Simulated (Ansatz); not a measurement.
**A computed series for MgS: response to strain**

Base system: MgS in the rock salt structure (space group Fm-3m, No. 225; a = 5.2297 Å).

Strains are applied to the cell and any free atomic positions relax.

The values are results of PBE, PAW, 420 eV (Ansatz, a quantum-chemistry and plane-wave program; no SOC), not measurements.

Notes on the quantities. energy relative to the base: free energy F.

| isotropic strain (%) | energy relative to the base (meV/atom) |
|---|---|
| -2.5 | 25.1 |
| -2 | 15.8 |
| -1 | 3.8 |
| -0.5 | 0.9 |
| 0 | 0.0 |
| 0.5 | 0.9 |
| 2 | 14.0 |
| 2.5 | ? |
| 3 | 30.5 |

Question: Fit ΔE = Aε² + Bε³ (ε in %) to the rows shown and predict the withheld row.

Answer: Least squares on the printed values gives A = 3.73 and B = -0.11 meV/atom (largest residual 0.0 meV/atom); this predicts 21.5 meV/atom, and the run gives 21.5 meV/atom, in agreement.

Whether these cells are dynamically stable was not tested.
